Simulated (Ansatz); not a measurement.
# Mg2Sn under a change: Sn → Si

Base system: Mg₂Sn (space group Fm-3m, No. 225; a = 6.7465 Å).

One thing is altered: every Sn is replaced by Si; the structure is relaxed again.

Calculations: Kohn–Sham DFT with the PBEsol functional, run in Ansatz (a first-principles code) with PAW and 420 eV plane waves, scalar-relativistic without spin-orbit coupling. Γ-centred 9×9×9 mesh, Fermi–Dirac width 0.05 eV, for the changed cell.

```json
[
 {"quantity": "density", "base": "3.62 g/cm³", "changed": "2.01 g/cm³", "shift": "-1.61 g/cm³"},
 {"quantity": "space group", "base": "Fm-3m (No. 225)", "changed": "Fm-3m (No. 225)", "shift": "–"},
 {"quantity": "band gap", "base": "zero", "changed": "0.12 eV", "shift": "–"},
 {"quantity": "gap character", "base": "absent", "changed": "indirect, Γ → X", "shift": "–"},
 {"quantity": "electron mass", "base": "–", "changed": "0.58 mₑ along k, 0.18 mₑ across (at X)", "shift": "–"},
 {"quantity": "hole mass (degenerate bands, along [100])", "base": "–", "changed": "0.15, 0.34, 0.34 mₑ (at Γ)", "shift": "–"}
]
```

Masses are band curvatures over ±0.01 Å⁻¹ around the edge. Along k means along the line from Γ to the band edge. Whether these cells are dynamically stable was not tested. A zero or small gap of Mg2Si can be the functional's error rather than a property of the material.
